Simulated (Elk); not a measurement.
A self-consistent single point of NbC (P6_3/mmc, 4 atoms in the cell) with Elk.

Computed with LDA (PW92), all-electron FP-LAPW, Elk's shipped species files, APW+lo basis with extra local orbitals in Elk 10.2.4.

```xyz
4
Lattice="3.6890 0.0000 0.0000 -1.8445 3.1947 0.0000 0.0000 0.0000 4.4399" Properties=species:S:1:pos:R:3 pbc="T T T"
Nb     0.0000     2.1298     1.1100
Nb     1.8445     1.0649     3.3300
C      0.0000     2.1298     3.3300
C      1.8445     1.0649     1.1100
```

Reference input (self-consistent single point, DFT, PBEsol, all-electron FP-LAPW, Elk's shipped species files, APW+lo basis with extra local orbitals): xctype = 22; rgkmax = 7.5; stype = 3; swidth = 0.00499791 Ha; ngridk = 8 8 6; gmaxvr = 14 1/bohr; nxlo = 2; lorbcnd = true; rmtscf = 0.85; lmaxi = 3. This run's input differs from it in these lines:

```diff
@@ -4,3 +4,3 @@
 xctype
-  22
+  3
```

The program printed (abridged):

```
│ Self-consistent loop started │
│ Loop number : 1 │
 total energy                :     -7696.59553432
│ Loop number : 2 │
 total energy                :     -7697.18882107
RMS change in Kohn-Sham potential (target) :   0.3709888786     (  0.1000000000E-05)
Absolute change in total energy (target)   :   0.5932867517     (  0.1000000000E-03)
│ Loop number : 3 │
 total energy                :     -7703.67326467
RMS change in Kohn-Sham potential (target) :   0.2311209442     (  0.1000000000E-05)
Absolute change in total energy (target)   :    6.632765286     (  0.1000000000E-03)
│ Loop number : 4 │
   [... lines left out ...]
Absolute change in total energy (target)   :   0.1431089857E-02 (  0.1000000000E-03)
│ Loop number : 15 │
 total energy                :     -7708.58354873
RMS change in Kohn-Sham potential (target) :   0.2571435077E-06 (  0.1000000000E-05)
Absolute change in total energy (target)   :   0.2087891298E-03 (  0.1000000000E-03)
│ Loop number : 16 │
 total energy                :     -7708.58351612
RMS change in Kohn-Sham potential (target) :   0.6730772778E-07 (  0.1000000000E-05)
Absolute change in total energy (target)   :   0.1958539087E-04 (  0.1000000000E-03)
Convergence targets achieved

│ Loop number : 17 │

Energies :
 Fermi                       :     0.434876536485
 total energy                :     -7708.58351629

Density of states at Fermi energy :    48.58961834
 (states/Hartree/unit cell)

Estimated indirect band gap :   0.1512823102E-02
 from k-point     39 to k-point     29
Estimated direct band gap   :   0.1128532927E-01
 at k-point     28

Charges :
 core                        :    60.00000000
 valence                     :    34.00000000
 interstitial                :    8.573551877
 muffin-tins (core leakage)
  species :    1 (Nb)
   atom    1                 :    38.18349665     (  0.1804091959E-04)
   atom    2                 :    38.18349665     (  0.1804091959E-04)
  species :    2 (C)
   atom    1                 :    4.529727414     (  0.4183614657E-04)
   atom    2                 :    4.529727414     (  0.4183614657E-04)
 total in muffin-tins        :    85.42644812
 total calculated charge     :    94.00369171
 total charge                :    94.00000000
 error                       :   0.3691714427E-02

│ Self-consistent loop stopped │
```

The run converged in 17 iterations. The count includes the last loop, which Elk runs after its targets are met. 

The starting cell comes from a database of computed structures (which also holds hypothetical and non-ambient phases and stackings), without a prior relaxation at this level. Its lattice was rescaled by a random factor within 2.5 % of one. Spin polarisation is off. Values depend on the basis (sphere radii, cutoffs, local orbitals), which need not be converged. The log's line on a gap gives a spacing of levels on this mesh, which the program prints for metals too.
